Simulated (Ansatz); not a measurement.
Ir in the fcc (Cu type) structure (space group Fm-3m, No. 225)

```yaml
crystal:
  lattice:
    - [0.00000, 1.92252, 1.92252]
    - [1.92252, 0.00000, 1.92252]
    - [1.92252, 1.92252, 0.00000]
  atoms:
    - { symbol: Ir, position: [0.00000, 0.00000, 0.00000] }
```

All numbers come from Ansatz (an electronic-structure program) r2SCAN, no SOC, earlier PAW set. Γ-centred 21×21×21 mesh, Fermi–Dirac width 0.05 eV.

```yaml
volume_per_atom: 14.21 Å³
density: 22.46 g/cm³
band_gap: zero
total_energy: -11950.044 eV/atom (σ→0; compares only within this code and set-up)
```

Whether these cells are dynamically stable was not tested. The final runs are not spin-polarised.
